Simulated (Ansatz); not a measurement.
The parent structure is GeSe (space group P6_3mc, No. 186; a hypothetical phase, not in the database extracts checked).

```cif
data_Ge2Se2
_chemical_formula_sum 'Ge2 Se2'
_space_group_name_H-M_alt 'P63mc'
_space_group_IT_number 186
_space_group_name_Hall 'P 6c -2c'
_cell_length_a 4.71033
_cell_length_b 4.71033
_cell_length_c 5.68483
_cell_angle_alpha 90.000
_cell_angle_beta 90.000
_cell_angle_gamma 120.000
loop_
_atom_site_label
_atom_site_type_symbol
_atom_site_symmetry_multiplicity
_atom_site_Wyckoff_symbol
_atom_site_fract_x
_atom_site_fract_y
_atom_site_fract_z
_atom_site_occupancy
Ge1 Ge 2 b 0.66667 0.33333 0.04159 1
Se1 Se 2 b 0.33333 0.66667 0.08361 1
```

Levels (all Ansatz, an electronic-structure program, PAW, earlier PAW set): PBEsol (420 eV, spin-orbit coupling left out); HSE06 (420 eV, spin-orbit coupling left out).

Its gap is 0.54 eV with PBEsol and 0.90 eV with HSE06.

The change: an isotropic linear strain of +2.66 %; the atoms relax in the strained cell.

With PBEsol the gap becomes 0.91 eV.

Question: If the HSE06 correction stayed the same, what would the HSE06 gap be, and what does the HSE06 run give?

Answer: A rigid correction of +0.36 eV gives 1.27 eV. The HSE06 run gives 1.33 eV, so the correction itself changes by +0.06 eV.

Single points use the geometry relaxed with PBEsol. HSE06 was sampled on its mesh, a few special points and the semilocal edge points, so its gap is an upper bound. Whether these cells are dynamically stable was not tested.
